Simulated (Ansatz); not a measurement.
Abridged Ansatz (a program for electronic structure) output:

```
Relaxation: its limit of steps is 50 (relax.max_steps)
Pseudopotential: Al, paw, valence charge 3
Crystal: 1 atoms, lattice volume = 15.965 Å³
Basis set: ecut = 420 eV, 331 PW (Γ), exchange–correlation on 40×40×40 points (8 copies of the dense FFT grid, shifted against one another)
Bands: 6, of which v1, the nominal top of the filled ones, is band 2 counted from 1 (1 counted from 0)
Symmetry: 16 space group operations
k-points: 1639 of 21952
Functional: x = slater, c = lda
SCF iter   1: F=—  HF=-512.884259 eV  |F-HF|=—  |Δ(HF+E_count)|=         —  Δρ=3.41e-3  dr2=1.75e-3  ethr=1.77e-3  ⟨swp⟩=4.8  Hψ=86596  notcnv=0
SCF iter   2: F=—  HF=-512.883639 eV  |F-HF|=—  |Δ(HF+E_count)|=   6.20e-4  Δρ=1.54e-3  dr2=3.46e-4  ethr=5.82e-5  ⟨swp⟩=1.0  Hψ=22946  notcnv=0  defer=4
SCF 1 converged in 6 iterations: F = -512.883496 eV  dr2 = 2.82e-15
relax step   1: F+E_penalty+E_count = -512.88349619 eV  Δ(F+E_penalty+E_count) = +0.000e0 eV  max|allowed force component| = 0.000e0 eV/Å  Δτ_max = 0.0000 Å  (6 SCF iters, accepted)
SCF converged after 6 iterations
Free energy (F): -512.883496 eV
Internal energy: -512.869928 eV  (E = F + TS)
E sigma→0 (E₀):  -512.876712 eV
Entropy (-TS):   -0.013568 eV (-13.568 meV/atom)
Fermi energy:    8.081451 eV
--- Forces (eV/Å), atoms counted from 1 ---
  atom   1  Al     0.00000000    -0.00000000     0.00000000
--- Stress (GPa, compression-positive) ---
       -0.662028      -0.000000       0.000000
       -0.000000      -0.662028       0.000000
        0.000000       0.000000      -1.098830
  P = ⅓ Tr σ = -0.8076 GPa (-8.076 kbar)
--- Relaxed structure (1 steps of the walk, 1 accepted, 0 SCFs on fresh bases) ---
  atoms:
    - { symbol: Al, position: [0.0, 0.0, 0.0] }
```

### Question
What was computed, and what are the main results?

### Answer
Al, 1 atom in the cell, with LDA/PAW in Ansatz, without spin-orbit coupling. The last SCF converged to F = -512.883496 eV, or -512.8835 eV per atom, at a pressure of -0.81 GPa. The total energy compares only with runs of the same code, potentials and settings.

The cells carry an imposed strain or load. Stability against distortions was not tested. The cell was made from Al in the fcc (Cu type) structure (space group Fm-3m, No. 225) by this change: uniaxial strain ε_zz = +1.00 %.

Keys are those of Ansatz 0.2.
